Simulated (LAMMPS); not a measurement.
MD of Cu (fcc) at zero pressure, 256 atoms, as a crystal; each row is its own run.

Model: MD with a machine-learned potential, pair style snap, file Cu_Zuo_JPCA2020.quadratic.snap; code LAMMPS.

```
T (K)  volume (Å³/atom)
-----  ----------------
200              12.161
300              12.242
810              12.660
1020             12.849
1220             13.044
1430             13.251
```

### Question
Fit a straight line, y = a + b x, to these rows (x is the first column, y the second) and predict the run at x = 610.

### Answer
Least squares gives a = 11.973 and b = 0.0008775. At x = 610 the fit predicts 12.508 Å³/atom. The run itself gave 12.490 ± 0.002 Å³/atom, so the fit is 0.14 % high.

Caution (rows 1020; 1220; 1430): a run this short can hold a crystal over, or a liquid under, the potential's own melting point, which these runs don't give.

Caution (row 1430): this crystal lies over the measured melting point of 1358 K, so it is superheated or the potential melts high.
